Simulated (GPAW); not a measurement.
## Equation of state of antifluorite Be2C (space group 225): energy against volume (GPAW, PBE)

```
CELL_PARAMETERS angstrom
      0.00000     2.13142     2.13142
      2.13142     0.00000     2.13142
      2.13142     2.13142     0.00000
ATOMIC_POSITIONS crystal
  Be 0.25000 0.25000 0.25000
  Be 0.75000 0.75000 0.75000
  C  0.00000 0.00000 0.00000
```

Level of theory: PBE, GPAW PAW datasets PBE (gpaw-data 1.0.1) (plane waves; GPAW). Settings: mode = pw; ecut = 1040 eV; xc = PBE; kpts = 13 13 13; mesh shift (steps) = 0 0 0; occupations.name = fermi-dirac; occupations.width = 0.01 eV; nbands = -6; convergence.density = 1e-05 e/electron; convergence.bands = -4; symmetry.symmorphic = false; symmetry.tolerance = 0.0005; maxiter = 150. The cell above is the first row's. The rows scale it uniformly. In all rows fractional positions and the k mesh are held. E is the free energy at the stated smearing, counted from the lowest row.

```
V (Å^3/atom)  E (meV/atom)
------------  ------------
6.4553               16.03
6.5956                6.52
6.7359                1.30
6.8763                0.00
7.0166                2.27
7.1569                7.78
7.2972               16.27
7.4376               27.45
7.5779                   ?
```

**Question.** Using the third-order Birch-Murnaghan form, a cubic in V^(-2/3), estimate the missing E at V = 7.5779 from the other rows, showing the fit.

**Answer.** With u = V^(-2/3) - 0.275, the rows have u = 0.013440, 0.009335, 0.005373, 0.001544, -0.002155, -0.005733, -0.009195, -0.012551. Least squares gives E = 0.524 - 534.93·u + 127031·u² - 102889·u³. Residuals (row less fit): -0.001, 0.004, -0.001, -0.001, 0.002, -0.005, 0.007, -0.002; standard error 0.005 (degrees of freedom: 4). Its minimum lies at u = 0.002111, so V0 = (0.277111)^(-3/2) = 6.855. There d²E/du² = 252800 and d³E/du³ = -617300, so B0 = (4/9) × 6.855^(-7/3) × 252800 × 0.160218 = 202 GPa (the last factor turns the table's units into GPa), and B0' = 4 + (2/3) × 0.277111 × (-617300)/252800 = 3.5. The program's pressures in the fitted runs (not shown) pass through zero at V = 6.85, 0.06 % from this V0. At the withheld row, u = -0.015801, so E = 0.524 - 534.93 × (-0.015801) + 127031 × (-0.015801)² - 102889 × (-0.015801)³ = 41.098 meV/atom. The calculation gives 41.11 meV/atom, 0.012 meV/atom above the prediction (under 0.05 % of the range of E in the table). The row lies outside the fitted rows, so this is an extrapolation. From the scatter of the fitted rows alone, a prediction at this place has a standard error of 0.012 meV/atom, so the miss is 1.0 times that.

Carrying the step between the two nearest rows on in a straight line would have given 38.62, off by 2.49; series whose last step already gives the withheld value aren't shown. The scan was laid around a cell of about the measured size, scaled by a guess for this functional. The runs keep the symmetry of the cell, so they don't test it for distortions. Cutoffs and mesh are single choices, not tested for convergence of this quantity. Series with a scatter that would blur these digits, or in which a gap closes, are not shown. Nor are scans whose minimum lies at an end fitted in this form.
